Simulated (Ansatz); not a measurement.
Consider the following.

```
Al
1.0
    2.86407     0.00000     0.00000
    1.43203     2.48035     0.00000
    1.43203    -0.82678     2.26267
Al
1
Cartesian
  0.00000   0.00000   0.00000
```

No spin polarisation.

Method: Ansatz (a first-principles code) LDA, without spin-orbit coupling. Settings: 28×28×28 k-points, 0.1 eV Fermi–Dirac smearing.

Q: What band gap does the calculation give?

A: Zero.

Q: Estimate the pressure (mean of the normal stresses, compression positive).

A: -1.2 GPa.

The cells carry an imposed strain or load. Stability against distortions was not tested. The cell was made from Al in the fcc (Cu type) structure (space group Fm-3m, No. 225) by this change: biaxial strain +1.67 %, plane normal [111], relaxed out of plane.
